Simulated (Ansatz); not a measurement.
Effect of pressure 22.5 GPa on ZnS

The reference is ZnS in the wurtzite structure (space group P6_3mc, No. 186; a = 3.782 Å, c = 6.208 Å).

Modification: cell and atoms relaxed at a pressure of 22.5 GPa.

Method: PBEsol (Ansatz, a first-principles code; PAW; 420 eV plane waves; no SOC). k-mesh 10×10×6 (Γ-centred); smearing 0.05 eV (Fermi–Dirac).

- Volume per atom: 15.91 Å³ (base 19.23 Å³)
- Density: 5.09 g/cm³ (base 4.21 g/cm³)
- c/a ratio: 1.664 (base 1.641)
- Shortest interatomic distance: 2.175 Å (base 2.319 Å)
- Enthalpy H = E + PV relative to the base's energy: +2.43 eV/atom
- Band gap: 2.96 eV (base 2.15 eV)
- Gap character: direct at Γ (base direct at Γ)
- Width of the top valence band: 2.99 eV (base 2.23 eV)
- Electron mass: 0.17 mₑ along c, 0.23 mₑ across (at Γ) (base 0.16 mₑ along c, 0.18 mₑ across (at Γ))
- Valence-band top at Γ (three highest levels, from the VBM): 0.00, 0.00, -0.22 eV (base 0.00, 0.00, -0.09 eV)

Load acts through the strain it causes; cell and atoms are relaxed under it. Effective masses come from finite differences of ±0.01 Å⁻¹. Stability against distortions was not tested. Tetrahedral semiconductors of this kind turn to denser phases somewhere between about 1 and 50 GPa; those were not computed, so compressed cells here can lie past the real transition.
